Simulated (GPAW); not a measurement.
**GPAW run on Rb (Im-3m, 1 atom in the cell): self-consistent single point**

Method: LDA (Perdew-Wang 92), GPAW PAW datasets LDA (gpaw-data 1.0.1) (plane waves; GPAW).

Input:

```python
from ase import Atoms
from ase.units import GPa
from gpaw import GPAW, PW, FermiDirac

atoms = Atoms(['Rb'],
              cell=[[-2.833475, 2.833475, 2.833475],
                    [2.833475, -2.833475, 2.833475],
                    [2.833475, 2.833475, -2.833475]],
              scaled_positions=[[0.000000, 0.000000, 0.000000]],
              pbc=True)

calc = GPAW(mode=PW(600),
            xc='LDA',
            kpts=(5, 5, 5),
            occupations=FermiDirac(0.1),
            nbands=-9,
            convergence={'density': 1e-05, 'energy': 1e-05},
            symmetry={'symmorphic': False, 'tolerance': 0.0005},
            maxiter=120)

atoms.calc = calc

energy = atoms.get_potential_energy()
print('Energy (eV):', round(energy, 6))
forces = atoms.get_forces()
print('Forces (eV/Ang):')
print(forces.round(5))
stress = atoms.get_stress()
print('Stress (GPa, Voigt):', (stress / GPa).round(4))
```

Log, with long lists cut:

```
Input parameters:
  convergence: {density: 1e-05,
                energy: 1e-05}
  kpts: [5 5 5]
  maxiter: 120
  mode: {ecut: 600.0,
         name: pw}
  nbands: -9
  occupations: {fixmagmom: False,
                name: fermi-dirac,
                width: 0.1}
  symmetry: {symmorphic: False,
             tolerance: 0.0005}

species:
  Rb:
    name: Rubidium
    Z: 37.0
    valence: 9
    core: 28
    charge: 0.0
    file: Rb.LDA.gz

    # Using partial waves for Rb as LCAO basis

Reference energy: -81006.756710  # eV

Spin-paired calculation

Convergence criteria:
 Maximum [total energy] change in last 3 cyles: 1e-05 eV / valence electron
 Maximum integral of absolute [dens]ity change: 1e-05 electrons / valence electron
 Maximum integral of absolute [eigenst]ate change: 4e-08 eV^2 / valence electron
 Maximum number of scf [iter]ations: 120

Symmetries present (total): 48
Symmetries with fractional translations: 0
125 k-points: 5 x 5 x 5 Monkhorst-Pack grid
10 k-points in the irreducible part of the Brillouin zone
       k-points in crystal coordinates                weights
   0:     0.00000000    0.00000000    0.00000000          1/125
   1:     0.20000000    0.00000000    0.00000000         12/125
   2:     0.20000000    0.20000000   -0.20000000          6/125
   [... 7 lines left out ...]

Wave functions: Plane wave expansion
  Cutoff energy: 600.000 eV
  Number of coefficients (min, max): 3023, 3055
  Pulay-stress correction: 0.000000 eV/Ang^3 (de/decut=0.000000)

Occupation numbers: Fermi-Dirac:
  width: 0.1000  # eV

Eigensolver

Densities:
  Coarse grid: 28*28*28 grid
  Fine grid: 56*56*56 grid
  Total Charge: 0.000000

Density mixing:
  Method: separate
  Backend: pulay
  Linear mixing parameter: 0.05
  old densities: 5
  Damping of long wavelength oscillations: 50

Hamiltonian:
  XC and Coulomb potentials evaluated on a 56*56*56 grid
  External potential:
    NoExternalPotential

Number of atoms: 1
Number of atomic orbitals: 5
Number of bands in calculation: 13
Number of valence electrons: 9
Bands to converge: occupied

Density initialized from atomic densities
  5 bands from LCAO basis set
  8 bands from random numbers

Atomic positions and initial magnetic moments

Positions:
   0 Rb     0.000000    0.000000    0.000000    ( 0.0000,  0.0000,  0.0000)

Unit cell:
           periodic     x           y           z      points  spacing
  1. axis:    yes   -2.833475    2.833475    2.833475    28     0.1431
  2. axis:    yes    2.833475   -2.833475    2.833475    28     0.1431
  3. axis:    yes    2.833475    2.833475   -2.833475    28     0.1431

  Lengths:   4.907723   4.907723   4.907723
  Angles:  109.471221 109.471221 109.471221

Effective grid spacing dv^(1/3) = 0.1606

     iter     time        total  log10-change:
                         energy   eigst   dens
iter:   1 --:--:--    -1.166302
iter:   2 --:--:--    -1.147957   -2.63  -1.37
iter:   3 --:--:--    -1.034143   -2.29  -1.40
iter:   4 --:--:--    -1.033995   -4.01  -1.83
iter:   5 --:--:--    -1.035026   -3.68  -1.78
iter:   6 --:--:--    -1.034822   -4.29  -2.50
iter:   7 --:--:--    -1.034811   -5.59  -3.17
iter:   8 --:--:--    -1.034815c  -6.72  -3.11
iter:   9 --:--:--    -1.034814c  -6.91  -3.81
iter:  10 --:--:--    -1.034814c  -7.52c -4.58
iter:  11 --:--:--    -1.034814c  -7.69c -4.10
iter:  12 --:--:--    -1.034814c  -9.24c -6.18c

Converged after 12 iterations.

Dipole moment: (0.000000, -0.000000, -0.000000) |e|*Ang

Energy contributions relative to reference atoms: (reference = -81006.756710)

Kinetic:         +0.449969
Potential:       -0.413010
External:        +0.000000
XC:              -1.045930
Entropy (-ST):   -0.029284
Local:           -0.011201
SIC:             +0.000000
--------------------------
Free energy:     -1.049456
Extrapolated:    -1.034814

Showing only first 2 kpts
 Kpt  Band  Eigenvalues  Occupancy
  0     2    -11.94589    2.00000
  0     3    -11.94589    2.00000
  0     4     -1.01964    2.00000
  0     5      4.55261    0.00000

  1     2    -11.95735    2.00000
  1     3    -11.94585    2.00000
  1     4     -0.55522    2.00000
  1     5      3.78412    0.00000

Fermi level: 0.97778

No gap
No difference between direct/indirect transitions
Energy (eV): -1.034814

Forces in eV/Ang:
  0 Rb    0.00000    0.00000    0.00000

Stress tensor:
     0.002762    -0.000000    -0.000000
    -0.000000     0.002762     0.000000
    -0.000000     0.000000     0.002762
Stress (GPa, Voigt): [ 0.4426  0.4426  0.4426  0.     -0.     -0.    ]
```

The run converged in 12 iterations. GPAW prints stress with tension positive.

The starting cell has typed, rounded lattice constants, without a prior relaxation at this level. Its lattice was rescaled by up to half a per cent.
